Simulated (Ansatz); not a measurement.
**alpha tin (1 1 1) on zinc-blende InSb (1 1 1) (film strained to the substrate, started from cuts of the bulks and a machine-learned relaxation)**

A periodic stack without vacuum, alpha tin (1 1 1) on zinc-blende InSb (1 1 1) (film strained to the substrate, started from cuts of the bulks and a machine-learned relaxation): substrate slab In4Sb4, film Sn6, surface cells [[0, -1], [1, -1]] and [[0, -1], [1, -1]], film strained by -0.3 and -0.3 %, outermost planes In/Sb and Sn/Sn as cut, which need not be the usual terminations and can put a slab off its formula.

The start was prepared with a machine-learned potential, and the result is one local minimum, with the in-plane cell held and forces under 0.04 eV/Å; the film can end far from its bulk form.

Computed with PBE (plane waves to 420 eV, PAW; Ansatz, a program for electronic structure). Scalar-relativistic, without spin–orbit coupling; the runs are not spin-polarised. Its k-point mesh 8×8×1, Fermi–Dirac width 0.05 eV.

- interface area: 19.1 Å²
- period: 25.65 Å
- gaps between the outermost planes at the two interfaces: 2.92 and 2.11 Å
- In–Sn contacts across the interfaces within 1.22 times the sum of covalent radii: 3, mean 3.37 Å
- Sb–Sn contacts across the interfaces within 1.22 times the sum of covalent radii: 1, mean 2.93 Å

```
In2Sn3Sb2
1.0
    4.69165     0.00422    -0.13521
    2.35139     4.05349     0.26187
   -0.19167     3.81083    26.05835
In Sb Sn
4 4 6
Direct
  0.02795   0.48469   0.01477
  0.49752   0.59700   0.16778
  0.96649   0.71870   0.31732
  0.44281   0.83002   0.46669
  0.39792   0.75917   0.05532
  0.86575   0.87580   0.20512
  0.33460   0.99741   0.35469
  0.81076   0.10831   0.50425
  0.85656   0.97955   0.61823
  0.55528   0.58518   0.66309
  0.63422   0.96932   0.74872
  0.34274   0.56080   0.79880
  0.86233   0.66507   0.88332
  0.59350   0.25079   0.93253
```
